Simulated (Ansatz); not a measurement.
**TiGe (model structure, started from the CoSn type, P6/mmm, No. 191, 6 atoms in the cell): properties by level of theory**

```csv
level (code),equilibrium lattice constant a (Å),lattice parameter c (Å),enthalpy of formation (eV/atom)
PBE (Ansatz),5.501,4.362,-0.294
PBEsol (Ansatz),5.426,4.316,…
PBE-D3(BJ) (Ansatz),5.430,4.308,-0.290
```

Problem. What belongs in the gaps?

Solution. 
- PBEsol (Ansatz, a program for electronic structure), enthalpy of formation (eV/atom): -0.333

Ansatz's density-functional and Hartree–Fock values are scalar-relativistic unless marked +SOC, with PAW data made under PBE.

A model structure was made by putting elements into a prototype or built by hand; it is no filed structure, need not be a known phase, and can be a saddle point held by its symmetry.
